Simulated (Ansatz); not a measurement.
## Effect of biaxial strain −0.50 %, plane normal [001], relaxed out of plane on BP

Take BP in the zinc blende structure (space group F-43m, No. 216; a = 4.491 Å) as the base. Axes: x, y, z lie along the cube axes.

One thing is altered: compressive biaxial strain of 0.50 % in the plane normal to [001], as in epitaxy on a mismatched substrate; the out-of-plane cell vector and the atoms relax.

Computed with LDA, PAW, 420 eV (Ansatz, an electronic-structure program; spin-orbit coupling left out). Γ-centred 13×13×13 mesh, Fermi–Dirac width 0.05 eV.

```csv
quantity,base,changed,shift
volume per atom,11.32 Å³,11.23 Å³,-0.09 Å³
space group,F-43m (No. 216),I-4m2 (No. 119),–
shortest interatomic distance,1.944 Å,1.939 Å,-0.005 Å
energy relative to the base (free energy F),0 meV/atom,+0.7 meV/atom,+0.7 meV/atom
"pressure (mean of the normal stresses, compression positive)",-0.01 GPa,1.36 GPa,+1.37 GPa
band gap,1.14 eV,1.08 eV,-0.066 eV
gap character,–,"indirect, Γ → Γ–X (84 % along)",–
smallest direct gap,3.43 eV,3.40 eV,-0.03 eV
electron mass,"1.3 mₑ along k, 0.22 mₑ across (off the special points)","1.3 mₑ along k, 0.22 mₑ across (off the special points)",–
"valence-band top at Γ (three highest levels, from the VBM)","0.00, 0.00, 0.00 eV","0.00, 0.00, -0.07 eV",–
"valley order (the lowest conduction-band minima on the path, energy above the VBM, named in the base's zone)","a point along ⟨100⟩, about 1.2 Å⁻¹ from Γ 1.14 eV","a point along [010], about 1.2 Å⁻¹ from Γ 1.08 eV; a point along [001], about 1.2 Å⁻¹ from Γ 1.19 eV",–
out-of-plane strain,–,+0.23 %,–
mean in-plane stress (compression positive),–,+2.0 GPa,–
```

Effective masses come from finite differences of ±0.01 Å⁻¹. Along k means along the line from Γ to the band edge. No phonon test of stability was made. k-point labels follow each cell's own Brillouin zone.
